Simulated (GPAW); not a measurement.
Band structure of SiMo3 (Pm-3n, 8 atoms in the cell).

```
SiMo3
1.0
    4.88970     0.00000     0.00000
    0.00000     4.88970     0.00000
    0.00000     0.00000     4.88970
Si Mo
2 6
Direct
  0.50000   0.50000   0.50000
  0.00000   0.00000   0.00000
  0.00000   0.50000   0.25000
  0.00000   0.50000   0.75000
  0.25000   0.00000   0.50000
  0.75000   0.00000   0.50000
  0.50000   0.25000   0.00000
  0.50000   0.75000   0.00000
```

Method of the run: PBE, GPAW PAW datasets PBE (gpaw-data 1.0.1) (plane waves; GPAW 25.7.0).

Settings: mode = pw; ecut = 550 eV; xc = PBE; kpts = 5 5 5; mesh shift (steps) = 0 0 0; occupations.name = fermi-dirac; occupations.width = 0.136 eV; nbands = -14; convergence.forces = 0.001 eV/Å; symmetry.symmorphic = false; symmetry.tolerance = 0.0005; maxiter = 120; bandpath_npoints = 40.

The starting cell comes from a database of computed structures (which also holds hypothetical and non-ambient phases and stackings), without a prior relaxation at this level. Spin polarisation is off.

Levels in eV from the Fermi level, bands 43 to 50:
```tsv
point	43	44	45	46	47	48	49	50
Γ	-1.55	-1.55	1.22	1.22	1.22	2.09	2.33	2.33
X	-1.69	-1.69	0.23	0.23	0.91	0.91	1.48	1.48
M	-1.10	-0.88	-0.88	-0.80	-0.69	-0.51	-0.13	0.23
R	-1.20	-1.20	-1.20	-1.20	-1.20	-1.20	1.24	1.24
```

Bands cross the Fermi level along this path, so the cell is metallic at this level.
